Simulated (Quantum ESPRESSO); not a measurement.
# Quick settings and what they miss: P₂W (Cmc2_1, 6 atoms in the cell)

Self-consistent single point.

```
P2W
1.0
    1.60882    -5.64197     0.00000
    1.60882     5.64197     0.00000
    0.00000     0.00000     5.03408
P W
4 2
Cartesian
  1.60882   4.85932   1.92659
  1.60882  -4.85932   4.44363
  1.60882  -3.37999   1.00344
  1.60882   3.37999   3.52048
  1.60882   1.05527   2.52187
  1.60882  -1.05527   0.00483
```

Method of the run: LDA (PZ), GBRV 1.5 ultrasoft (LDA) pseudopotentials (plane waves; Quantum ESPRESSO 7.5).

Base settings: ecutwfc = 40 Ry; ecutrho = 320 Ry; occupations = smearing; smearing = mp; degauss = 0.0147 Ry; potentials = {P: p_lda_v1.5.uspp.F.UPF, W: w_lda_v1.2.uspp.F.UPF}; K_POINTS = automatic 9 9 5 0 0 0; conv_thr = 1e-10 Ry.

Tight run (finer mesh or higher cutoff; not a proven limit): ecutwfc: 40 Ry → 56 Ry; ecutrho: 320 Ry → 448 Ry; conv_thr: 1e-10 Ry → 7.3e-11 Ry; K_POINTS: automatic 9 9 5 0 0 0 → automatic 13 13 7 0 0 0. It gave Fermi level (on the code's own zero) 14.48 eV; pressure -11.93 GPa; largest force (vector length) 0.291 eV/Å.

Quick runs, as changes from the base:
- A: the base itself
- B: smearing: mp → cold; degauss: 0.0147 Ry → 0.0099958 Ry; conv_thr: 1e-10 Ry → 7.3e-05 Ry; pseudopotentials: {P: p_lda_v1.5.uspp.F.UPF, W: w_lda_v1.2.uspp.F.UPF} → {P: P.pbe-n-rrkjus_psl.1.0.0.UPF, W: W_pbe_v1.2.uspp.F.UPF}; K_POINTS: automatic 9 9 5 0 0 0 → automatic 4 4 4 1 1 1; input_dft: default → pbesol [PBEsol]
- C: ecutwfc: 40 Ry → 20 Ry; ecutrho: 320 Ry → 160 Ry; K_POINTS: automatic 9 9 5 0 0 0 → automatic 4 4 4 0 0 0
- D: ecutwfc: 40 Ry → 24 Ry; ecutrho: 320 Ry → 192 Ry; K_POINTS: automatic 9 9 5 0 0 0 → automatic 3 3 3 0 0 0
- E: ecutwfc: 40 Ry → 32 Ry; ecutrho: 320 Ry → 256 Ry; conv_thr: 1e-10 Ry → 7.3e-06 Ry; K_POINTS: automatic 9 9 5 0 0 0 → automatic 2 2 2 1 1 1
- F: ecutwfc: 40 Ry → 20 Ry; ecutrho: 320 Ry → 160 Ry; K_POINTS: automatic 9 9 5 0 0 0 → automatic 2 2 2 1 1 1

Energies are extrapolated to zero smearing width, which holds to low order in the width alone (under cold and Methfessel-Paxton smearing the free energy itself is taken).

Dashes: energy of B, another energy zero; pressure of B, E, not trusted under this conv_thr with d or f elements; time of D, E, F, under 30 s.

† marks runs with another functional, U, potentials or spin treatment: their distance from the tight run is not a convergence error alone.

The count of work is k-points × plane waves × bands × iterations; it is no time. Core times come from one kind of shared machine and are given to one figure; runs under 30 s give none.

The starting cell comes from a database of computed structures (which also holds hypothetical and non-ambient phases and stackings), without a prior relaxation at this level. Its lattice was rescaled by a random factor within 2.5 % of one. Spin polarisation is off. In the base run, with a pressure of about -13 GPa the cell is away from its equilibrium volume at this level.

```
run  energy less tight (meV/atom)  pressure less tight (GPa)  largest miss in a force vector (eV/Å)  count of work / tight  core time / tight (rough)
---  ----------------------------  -------------------------  -------------------------------------  ---------------------  -------------------------
A                            27.3                      -1.27                                  0.034                   0.21                        0.3
B†                              –                          –                                  0.238                  0.017                       0.05
C                           531.2                     -31.14                                  0.229                  0.020                       0.04
D                           137.8                      -4.22                                  0.102                  0.011                          –
E                           262.7                          –                                  0.688                 0.0024                          –
F                           703.2                     -27.84                                  0.628                 0.0018                          –
```

Among the runs at the tight run's level, the energy misses run from 27.3 to 703.2 meV/atom.
